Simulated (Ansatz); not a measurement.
AlN (model structure, started from the GeS type, Fm-3m, No. 225, 8 atoms in the cell; like a known high-pressure phase), treated with PBEsol (Ansatz, a program for electronic structure, plane waves, PAW).

Settings: plane-wave cutoff 520 eV, 8×20×20 k mesh (along the axes of the cell as run), Fermi–Dirac smearing 0.05 eV, scalar-relativistic PAW data made under PBE.

The cell is the one relaxed with PBEsol. Conventional cell: a = 4.0453 Å, b = 4.0453 Å, c = 4.0453 Å, α = 90.00°, β = 90.00°, γ = 90.00°.

```xyz
8
Lattice="8.0905 0.0000 0.0000 0.0000 2.8604 0.0000 0.0000 0.0000 2.8604" Properties=species:S:1:pos:R:3 pbc="T T T"
Al     1.0113     0.7151     0.7152
Al     3.0339     2.1453     2.1454
Al     7.0792     2.1453     2.1453
Al     5.0566     0.7151     0.7151
N      7.0792     0.7151     0.7151
N      5.0566     2.1453    -0.7151
N      1.0113     2.1453     2.1453
N      3.0339     0.7151     3.5756
```

Task: List the 21 lowest band energies at Γ above −25 eV (eV, relative to the valence band maximum), grouping those that round alike.

Result: At Γ: -17.52, -15.90 (×2), -13.24, -7.43, -3.83 (×2), -2.82 (×2), -1.64 (×4), 0.00 (×3), 4.55, 5.14, 5.63, 7.31 (×2).

A model structure was made by putting elements into a prototype or built by hand; it is no filed structure, need not be a known phase, and can be a saddle point held by its symmetry.
